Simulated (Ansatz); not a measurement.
System: IrGa (model structure, started from the CuAu type, Pm-3m, No. 221, 2 atoms in the cell). Method: LDA (plane waves, PAW; Ansatz, a first-principles code).

Settings: plane-wave cutoff 520 eV, 20×20×16 k mesh (along the axes of the cell as run), Fermi–Dirac smearing 0.05 eV, no spin polarisation, scalar-relativistic PAW data made under PBE.

Cell (relaxed at this level):

```
CELL_PARAMETERS angstrom
      2.99804     0.00000     0.00000
      0.00000     2.99804     0.00000
      0.00000     0.00000     2.99827
ATOMIC_POSITIONS crystal
  Ga 0.50000 0.50000 0.50000
  Ir 0.00000 0.00000 0.00000
```

Task: Predict the bulk modulus B0.

Result: 
bulk modulus B0: 259 GPa

Note: the run has no spin polarisation, so it can have missed a magnetic state; the bulk modulus is −V dP/dV from two relaxed cells at ±2 % in volume; the relaxation could raise the start's symmetry but not lower it, so the cell can be a saddle point.

Spin–orbit coupling is not included.

The computed numbers hold no vibrational or temperature effects.

A model structure was made by putting elements into a prototype or built by hand; it is no filed structure, need not be a known phase, and can be a saddle point held by its symmetry.
